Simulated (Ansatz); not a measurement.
**ZrO2 under a change: biaxial strain −0.32 %, plane normal [001], relaxed out of plane**

Start from ZrO₂ (space group P2_1/c, No. 14).

```
ZrO2
1.0
    5.18987     0.00000     0.00000
    0.00000     5.24188     0.00000
   -0.90466     0.00000     5.30184
Zr O
4 8
Direct
  0.27576   0.04379   0.21002
  0.72424   0.54379   0.28998
  0.72424   0.95621   0.78998
  0.27576   0.45621   0.71002
  0.06497   0.32630   0.35005
  0.93503   0.82630   0.14995
  0.93503   0.67370   0.64995
  0.06497   0.17370   0.85005
  0.45100   0.75674   0.47552
  0.54900   0.25674   0.02448
  0.54900   0.24326   0.52448
  0.45100   0.74326   0.97552
```

Cartesian axes are those of the cell as printed.

Perturbation: biaxial strain −0.32 %, plane normal [001], relaxed out of plane (Cartesian); in-plane vectors clamped, the third vector and the atoms free.

The values are results of PBE/PAW in Ansatz (an electronic-structure program), no SOC, not measurements. Settings: 5×5×5 k-points, 0.05 eV Fermi–Dirac smearing.

```json
[
 {"quantity": "space group", "base": "P2_1/c (No. 14)", "changed": "P2_1/c (No. 14)", "shift": "–"},
 {"quantity": "shortest interatomic distance", "base": "2.058 Å", "changed": "2.052 Å", "shift": "-0.006 Å"},
 {"quantity": "energy relative to the base (free energy F)", "base": "0 meV/atom", "changed": "+0.3 meV/atom", "shift": "+0.3 meV/atom"},
 {"quantity": "band gap", "base": "3.65 eV", "changed": "3.67 eV", "shift": "+0.02 eV"},
 {"quantity": "gap character", "base": "indirect, Γ → Y₂", "changed": "indirect, Γ → Y₂", "shift": "–"},
 {"quantity": "smallest direct gap", "base": "3.71 eV", "changed": "3.73 eV", "shift": "+0.02 eV"},
 {"quantity": "width of the top valence band", "base": "0.68 eV", "changed": "0.67 eV", "shift": "-0.01 eV"},
 {"quantity": "valence-band top at Γ (three highest levels, from the VBM)", "base": "0.00, -0.19, -0.55 eV", "changed": "0.00, -0.17, -0.54 eV", "shift": "–"},
 {"quantity": "out-of-plane strain", "base": "–", "changed": "+0.30 %", "shift": "–"},
 {"quantity": "mean in-plane stress (compression positive)", "base": "–", "changed": "+1.2 GPa", "shift": "–"}
]
```

Stability against distortions was not tested.
